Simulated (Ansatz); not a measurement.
# ZrO2 with two functionals, pressure 22.5 GPa

Consider ZrO2 in the fluorite structure (space group Fm-3m, No. 225; a = 5.116 Å).

(Cell as relaxed with PBE.)

Levels (all Ansatz, a first-principles code, PAW, earlier PAW set): PBE (420 eV, without spin-orbit coupling); r2SCAN (500 eV, no spin-orbit coupling).

Each level relaxes its own structure.

| base | PBE | r2SCAN |
|---|---|---|
| volume per atom | 11.16 Å³ | 10.98 Å³ |
| lattice parameter a | 5.116 Å | 5.089 Å |
| band gap | 3.32 eV | 3.89 eV |

It is then changed as follows: cell and atoms relaxed at a pressure of 22.5 GPa.

```csv
quantity,PBE,r2SCAN
band gap,3.54 eV,___
smallest direct gap,4.04 eV,___
```

Q: Predict the r2SCAN column.

A: 
- band gap, r2SCAN: 4.11 eV
- smallest direct gap, r2SCAN: 4.58 eV

PBE's band gap lies 0.57 eV below r2SCAN's; PBE's smallest direct gap lies 0.54 eV below r2SCAN's. Neither level is exact; r2SCAN is the comparison here, not a measurement.

Load acts through the strain it causes; cell and atoms are relaxed under it. No phonon test of stability was made. No other phases were tried under pressure. This is not the structure that ZrO2 has at room temperature and ambient pressure.
